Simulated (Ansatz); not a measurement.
# Hexagonal WC

Level of theory: r²SCAN-D4 in Ansatz (plane waves, PAW).

Settings: plane-wave cutoff 500 eV, 18×18×14 k mesh (along the axes of the cell as run), Fermi–Dirac smearing 0.05 eV, no spin polarisation, scalar-relativistic PAW data made under PBE.

Cell (relaxed at this level):

Space group P-6m2 (No. 187); a = b = 2.907 Å, c = 2.832 Å, α = β = 90.00°, γ = 120.00°

```json
[
 {"atom": "W", "site": "1a", "symmetry": "-6m2", "x": "0.0000", "y": "0.0000", "z": "0.0000"},
 {"atom": "C", "site": "1f", "symmetry": "-6m2", "x": "0.6667", "y": "0.3333", "z": "0.5000"}
]
```

* **equilibrium volume per atom**: 10.36 Å³/atom
* **equilibrium lattice constant a**: 2.907 Å
* **lattice parameter c**: 2.832 Å

Measured, for comparison: lattice constant a 2.906 Å, lattice parameter c 2.837 Å (300 K, no zero-point or thermal correction; as tabulated in Wikipedia's data pages). Computed (rounded) less measured: lattice constant a 0.0 %, lattice parameter c -0.2 %.

Spin–orbit coupling is not included.

Computed values are for the static lattice.

The result took around 80 core-seconds (rough).

Ansatz is an electronic-structure program.
